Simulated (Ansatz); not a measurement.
**L1₂ (Cu3Au-type) Al3Sc**

All values below come from PBE (Ansatz, an electronic-structure program, plane waves, PAW).

Numerical settings: plane-wave cutoff 500 eV, 14×14×14 k mesh, Fermi–Dirac smearing 0.1 eV, scalar-relativistic PAW data made under PBE.

Cell: relaxed at this level.

* **equilibrium volume per atom**: 17.31 Å³/atom
* **lattice constant a**: 4.107 Å

Measured, for comparison: equilibrium volume per atom 17.27 Å³/atom, lattice constant a 4.103 Å (room temperature, no zero-point or thermal correction; as tabulated in A Combined Experimental and First-Principles Based Assessment of …). Computed (rounded) less measured: equilibrium volume per atom +0.2 %, lattice constant a +0.1 %.

Computing time: roughly 50 core-seconds.
